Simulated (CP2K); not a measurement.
Band structure of CaBr (P6_3mc, 4 atoms in the cell).

```yaml
crystal:
  lattice:
    - [4.08415, 0.00000, 0.00000]
    - [-2.04208, 3.53698, 0.00000]
    - [0.00000, 0.00000, 9.67213]
  atoms:
    - { symbol: Ca, position: [0.33333, 0.66667, 0.34051] }
    - { symbol: Ca, position: [0.66667, 0.33333, 0.84051] }
    - { symbol: Br, position: [0.33333, 0.66667, 0.03449] }
    - { symbol: Br, position: [0.66667, 0.33333, 0.53449] }
```

Level of theory: CP2K with PBEsol, GPW, DZVP-MOLOPT-SR-GTH basis, GTH-PBE potentials (GTH_POTENTIALS).

Settings: CUTOFF = 500 Ry; REL_CUTOFF = 40 Ry; SMEAR/METHOD = GAUSSIAN; SIGMA = 0.05 eV; KPOINTS/SCHEME = MACDONALD 6 6 3 0 0 0.1666666667; XC_FUNCTIONAL = PBE:PBESOL; Ca/BASIS_SET = DZVP-MOLOPT-SR-GTH; Ca/POTENTIAL = GTH-PBE-q10; Br/BASIS_SET = DZVP-MOLOPT-SR-GTH; Br/POTENTIAL = GTH-PBE-q7; METHOD = GPW; EPS_DEFAULT = 1e-10; EXTRAPOLATION = USE_GUESS; NGRIDS = 5.

The starting cell comes from a database of computed structures (which also holds hypothetical and non-ambient phases and stackings), without a prior relaxation at this level. Values carry the incompleteness of an atom-centred basis. The potentials were made for another functional than the one used. The run gives no clean gap (levels at the Fermi energy touch, overlap or are partly filled at this smearing), which alone does not show that the compound is a metal.

Levels in eV from the Fermi level, bands 13 to 18:
```
point     13     14     15     16     17     18
-----  -----  -----  -----  -----  -----  -----
Γ      -4.21  -4.21  -4.12  -4.12  -1.79  -0.02
M      -5.51  -5.33  -4.59  -4.48   0.03   0.24
K      -5.47  -5.41  -5.28  -5.28   0.40   0.79
A      -4.17  -4.17  -4.17  -4.17  -0.93  -0.93
L      -5.40  -5.40  -4.53  -4.53   0.11   0.11
H      -5.44  -5.44  -5.21  -5.21   0.55   0.55
```

Bands cross the Fermi level along this path, so the cell is metallic at this level.

Higher empty bands are left out: an atom-centred basis made for the valence describes them poorly.
